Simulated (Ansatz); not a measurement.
The parent structure is Mg in the hcp (Mg type) structure (space group P6_3/mmc, No. 194; a = 3.195 Å, c = 5.197 Å; relaxed with 0.1 eV smearing).

Computed with PBE/PAW in Ansatz (a program for electronic structure), no spin-orbit coupling.

Strains are applied to the cell and any free atomic positions relax.

One change was made to it. Results:

The energy goes up by 0.6 meV/atom; the pressure (mean of the normal stresses, compression positive) goes from zero to -0.5 GPa.

### Question
What was done to the base?
A. isotropic strain −2.50 %
B. isotropic strain +2.00 %
C. isotropic strain +0.50 %

### Answer
C, isotropic strain +0.50 %. For comparison, the energy relative to the base in the other runs: isotropic strain −2.50 % gives +16 meV/atom; isotropic strain +2.00 % gives +8.7 meV/atom.

Whether these cells are dynamically stable was not tested.
